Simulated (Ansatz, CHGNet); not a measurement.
For SnGe (model structure, started from the NiAs type, P6₃/mmc, No. 194, 4 atoms in the cell), the machine-learned potential CHGNet 0.3.0 (trained on PBE and PBE+U data) gives:

* **equilibrium lattice constant a**: 3.904 Å
* **c axis length**: 7.686 Å

### Question
What does PBEsol (Ansatz, a first-principles code, plane waves, PAW) give for the same quantities?

### Answer

- lattice constant a: 3.919 Å (rises by 0.4 %)
- lattice parameter c: 7.082 Å (falls by 7.9 %)

Changes are worked out from the printed values.

Unless a cell is named, each level is at its own relaxed cell (CHGNet 0.3.0 25.37, PBEsol 23.55 Å³/atom).

Ansatz's density-functional and Hartree–Fock values are scalar-relativistic unless marked +SOC, with PAW data made under PBE.

A model structure was made by putting elements into a prototype or built by hand; it is no filed structure, need not be a known phase, and can be a saddle point held by its symmetry.
